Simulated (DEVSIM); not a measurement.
Structure: Si n-i-p diode, at 300 K.

Layer 1 from the left is Si, thickness (μm) 0.400, Nd (cm⁻³) 2.7e17, τn (s) 1.1e-5, τp (s) 1.1e-5. Layer 2 from the left is Si, thickness (μm) 2.80, Na (cm⁻³) 2e12, τn (s) 1.1e-5, τp (s) 1.1e-5. Layer 3 from the left is Si, thickness (μm) 2.40, Na (cm⁻³) 4.3e18, τn (s) 1.1e-5, τp (s) 1.1e-5.

Left contact: ohmic. Right contact: ohmic. Voltage is applied to the left contact. Recombination: SRH at mid-gap, radiative. Mobility is μmin + (μ − μmin)/(1 + (N/Nref)^α).

The device is made up for the run: typed textbook-type constants, with dimensions and the other settings drawn at random. Values at 300 K.

Si: gap (eV) 1.124, affinity (eV) 4.05, permittivity 11.7, Nc (cm⁻³) 2.86e19, Nv (cm⁻³) 3.1e19, μn (cm²/Vs) 1417, μp (cm²/Vs) 470, μn,min 52, μp,min 45, Nref,n 9.7e16, Nref,p 2.2e17, αn 0.68, αp 0.72, B (cm³/s) 4.7e-15.

Simulated with DEVSIM: 1D drift-diffusion, Boltzmann statistics, complete ionisation; no tunnelling, impact ionisation, image-force lowering or self-heating.

Task: What does the simulation give for the dark forward voltage at 100 A/cm², the potential step across the device at zero bias?

Result: dark forward voltage at 100 A/cm² 0.783 V; potential step across the device at zero bias 0.952 V.
